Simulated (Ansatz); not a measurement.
Consider this model of amorphous Sb₄₄Se₆₆.

```yaml
crystal:
  lattice:
    - [14.69420, -0.24659, -0.33915]
    - [-0.24659, 14.89506, 0.15220]
    - [-0.33915, 0.15220, 15.61463]
  atoms:
    - { symbol: Sb, position: [0.68855, 0.57815, 0.30368] }
    - { symbol: Sb, position: [0.82146, 0.35694, 0.58535] }
    - { symbol: Sb, position: [0.57246, 0.53713, 0.55411] }
    - { symbol: Sb, position: [0.05004, 0.84433, 0.91715] }
    - { symbol: Sb, position: [0.44874, 0.56572, 0.11030] }
    - { symbol: Sb, position: [0.61155, 0.03621, 0.17531] }
    - { symbol: Sb, position: [0.16390, 0.40466, 0.79144] }
    - { symbol: Sb, position: [0.72710, 0.09124, 0.62598] }
    - { symbol: Sb, position: [0.68789, 0.46875, 0.79728] }
    - { symbol: Sb, position: [0.59707, 0.73153, 0.72053] }
    - { symbol: Sb, position: [0.18165, 0.83005, 0.16823] }
    - { symbol: Sb, position: [0.79334, 0.64644, 0.53830] }
    - { symbol: Sb, position: [0.33890, 0.55790, 0.67275] }
    - { symbol: Sb, position: [0.47604, 0.00161, 0.67575] }
    - { symbol: Sb, position: [0.39243, 0.06735, 0.03220] }
    - { symbol: Sb, position: [0.15542, 0.96262, 0.38361] }
    - { symbol: Sb, position: [0.96640, 0.12091, 0.76619] }
    - { symbol: Sb, position: [0.82645, 0.37616, 0.19981] }
    - { symbol: Sb, position: [0.25476, 0.18017, 0.49140] }
    - { symbol: Sb, position: [0.87190, 0.36799, 0.86198] }
    - { symbol: Sb, position: [0.61716, 0.14118, 0.83204] }
    - { symbol: Sb, position: [0.58799, 0.35552, 0.03022] }
    - { symbol: Sb, position: [0.23983, 0.91850, 0.77490] }
    - { symbol: Sb, position: [0.92982, 0.94018, 0.18934] }
    - { symbol: Sb, position: [0.71158, 0.69638, 0.07280] }
    - { symbol: Sb, position: [0.64833, 0.82976, 0.46219] }
    - { symbol: Sb, position: [0.79734, 0.91328, 0.95511] }
    - { symbol: Sb, position: [0.31987, 0.48195, 0.40852] }
    - { symbol: Sb, position: [0.02643, 0.19492, 0.26351] }
    - { symbol: Sb, position: [0.51083, 0.88492, 0.89465] }
    - { symbol: Sb, position: [0.61260, 0.33594, 0.35473] }
    - { symbol: Sb, position: [0.88857, 0.06184, 0.44305] }
    - { symbol: Sb, position: [0.58824, 0.08813, 0.41574] }
    - { symbol: Sb, position: [0.94883, 0.60363, 0.81068] }
    - { symbol: Sb, position: [0.02686, 0.58347, 0.19086] }
    - { symbol: Sb, position: [0.21950, 0.40201, 0.15647] }
    - { symbol: Sb, position: [0.86568, 0.16128, 0.04871] }
    - { symbol: Sb, position: [0.26926, 0.18033, 0.76843] }
    - { symbol: Sb, position: [0.28278, 0.70087, 0.93211] }
    - { symbol: Sb, position: [0.16680, 0.70746, 0.41112] }
    - { symbol: Sb, position: [0.99244, 0.83693, 0.56890] }
    - { symbol: Sb, position: [0.37179, 0.37002, 0.94983] }
    - { symbol: Sb, position: [0.36137, 0.18835, 0.24580] }
    - { symbol: Sb, position: [0.07899, 0.41663, 0.33868] }
    - { symbol: Se, position: [0.80315, 0.46511, 0.45469] }
    - { symbol: Se, position: [0.98516, 0.31674, 0.13671] }
    - { symbol: Se, position: [0.12724, 0.69634, 0.00644] }
    - { symbol: Se, position: [0.54097, 0.56120, 0.75063] }
    - { symbol: Se, position: [0.13884, 0.26903, 0.68594] }
    - { symbol: Se, position: [0.75273, 0.86524, 0.12495] }
    - { symbol: Se, position: [0.27688, 0.80890, 0.31440] }
    - { symbol: Se, position: [0.94602, 0.29794, 0.37307] }
    - { symbol: Se, position: [0.23759, 0.55081, 0.24856] }
    - { symbol: Se, position: [0.21264, 0.27622, 0.28875] }
    - { symbol: Se, position: [0.51165, 0.94491, 0.52470] }
    - { symbol: Se, position: [0.51731, 0.17296, 0.11082] }
    - { symbol: Se, position: [0.90996, 0.51359, 0.95039] }
    - { symbol: Se, position: [0.66438, 0.36947, 0.65987] }
    - { symbol: Se, position: [0.40370, 0.72731, 0.05922] }
    - { symbol: Se, position: [0.63169, 0.95362, 0.77640] }
    - { symbol: Se, position: [0.29070, 0.51072, 0.00879] }
    - { symbol: Se, position: [0.76310, 0.81875, 0.59397] }
    - { symbol: Se, position: [0.16398, 0.53606, 0.67430] }
    - { symbol: Se, position: [0.98731, 0.56203, 0.35170] }
    - { symbol: Se, position: [0.90104, 0.02583, 0.60945] }
    - { symbol: Se, position: [0.71214, 0.07746, 0.99261] }
    - { symbol: Se, position: [0.95656, 0.90092, 0.40605] }
    - { symbol: Se, position: [0.44130, 0.07748, 0.87042] }
    - { symbol: Se, position: [0.79548, 0.19073, 0.75171] }
    - { symbol: Se, position: [0.34930, 0.40632, 0.77675] }
    - { symbol: Se, position: [0.95584, 0.99509, 0.02864] }
    - { symbol: Se, position: [0.08880, 0.11382, 0.44569] }
    - { symbol: Se, position: [0.77420, 0.72648, 0.38101] }
    - { symbol: Se, position: [0.17100, 0.82324, 0.54025] }
    - { symbol: Se, position: [0.51935, 0.70649, 0.56313] }
    - { symbol: Se, position: [0.38495, 0.34662, 0.14984] }
    - { symbol: Se, position: [0.62301, 0.42313, 0.20855] }
    - { symbol: Se, position: [0.59128, 0.68979, 0.19612] }
    - { symbol: Se, position: [0.29370, 0.88312, 0.93545] }
    - { symbol: Se, position: [0.53222, 0.54094, 0.38456] }
    - { symbol: Se, position: [0.91648, 0.96009, 0.81354] }
    - { symbol: Se, position: [0.41248, 0.43834, 0.56948] }
    - { symbol: Se, position: [0.75153, 0.21326, 0.50198] }
    - { symbol: Se, position: [0.54852, 0.16694, 0.66377] }
    - { symbol: Se, position: [0.50042, 0.99191, 0.29899] }
    - { symbol: Se, position: [0.96926, 0.43738, 0.73623] }
    - { symbol: Se, position: [0.17219, 0.41746, 0.48379] }
    - { symbol: Se, position: [0.78621, 0.61475, 0.73420] }
    - { symbol: Se, position: [0.97680, 0.22908, 0.91463] }
    - { symbol: Se, position: [0.57387, 0.32015, 0.86292] }
    - { symbol: Se, position: [0.57266, 0.53294, 0.99473] }
    - { symbol: Se, position: [0.86184, 0.09430, 0.23425] }
    - { symbol: Se, position: [0.28365, 0.07008, 0.62318] }
    - { symbol: Se, position: [0.67776, 0.19194, 0.28681] }
    - { symbol: Se, position: [0.10997, 0.79317, 0.76667] }
    - { symbol: Se, position: [0.31671, 0.64156, 0.48182] }
    - { symbol: Se, position: [0.72681, 0.98019, 0.38713] }
    - { symbol: Se, position: [0.12132, 0.99700, 0.20894] }
    - { symbol: Se, position: [0.64618, 0.76211, 0.92355] }
    - { symbol: Se, position: [0.23440, 0.25988, 0.93685] }
    - { symbol: Se, position: [0.44783, 0.26064, 0.37988] }
    - { symbol: Se, position: [0.97184, 0.66256, 0.55253] }
    - { symbol: Se, position: [0.84158, 0.55290, 0.16049] }
    - { symbol: Se, position: [0.02948, 0.75670, 0.22538] }
    - { symbol: Se, position: [0.31837, 0.06109, 0.38971] }
    - { symbol: Se, position: [0.76940, 0.33396, 0.03729] }
    - { symbol: Se, position: [0.89971, 0.75061, 0.93068] }
    - { symbol: Se, position: [0.15726, 0.05653, 0.83876] }
    - { symbol: Se, position: [0.43481, 0.78722, 0.76711] }
    - { symbol: Se, position: [0.48416, 0.93167, 0.08980] }
```

Level of theory: PBE, scalar-relativistic without spin-orbit coupling, PAW (Ansatz default set, large-core Se) (plane waves to 420 eV; Ansatz, a first-principles code). Neutral PBE cell, which sets geometry, pressure and energy: sampling: a 2×2×2 Γ-centred mesh; Fermi-Dirac width 0.05 eV; no spin polarisation.

Preparation: random packing, a CHGNet melt and quench, and a DFT relaxation. The hot cell started wider than the set density and was brought back towards it in steps. It is the lowest in DFT energy of 8 quenches. It is a model cell: composition and starting density were chosen by hand, and all elements were melted together. No dispersion term was used. Its density started from a set value of 5.14 and ended at 5.14 g/cm³. The simulated quench (nominally 28 K/ps over its main leg) is rapid and tends to freeze in more defects than a deposited or slowly cooled glass has. A cell of this size samples the disorder only roughly. The volume was held where the preparation left it and the shape relaxed.

Question: Give the pressure, the energy against reference phases and the spacing of the highest filled and lowest empty levels.

Answer: 
The pressure on a 2×2×2 Γ-centred mesh is 1.02 GPa and the largest force and stress component on that mesh (the relaxation ran on the zone centre alone) is 0.14 eV/Å and 1.0 GPa. The energy relative to trigonal Se + rhombohedral Sb (lowest mix at this level among the phases computed, not always the ambient ones) comes out as -175 meV/atom, the gap on a 2×2×2 Γ-centred mesh (PBE) is 0.81 eV and the gap at the zone centre (PBE) comes out as 0.92 eV. The distance between the nearest levels spread over more than a fifth of the atoms or a third of the atoms of their main element (six at least) (PBE, zone centre) is 0.92 eV.

Question: At PBE and the zone centre, how localised are the states just below and above the Fermi level (participation number: the atoms over which a state spreads)?

Answer: The highest filled state is spread over 33.5 atoms' worth, largest on Se103, with weights by element (charge in smoothed Voronoi cells) Se 0.78, Sb 0.22. The lowest empty state is spread over 24.7 atoms' worth, largest on Sb20, with weights by element (charge in smoothed Voronoi cells) Se 0.52, Sb 0.48.

Neighbours within Sb-Sb 3.34 Å, Sb-Se 3.12 Å, Se-Se 2.76 Å count as bonded.
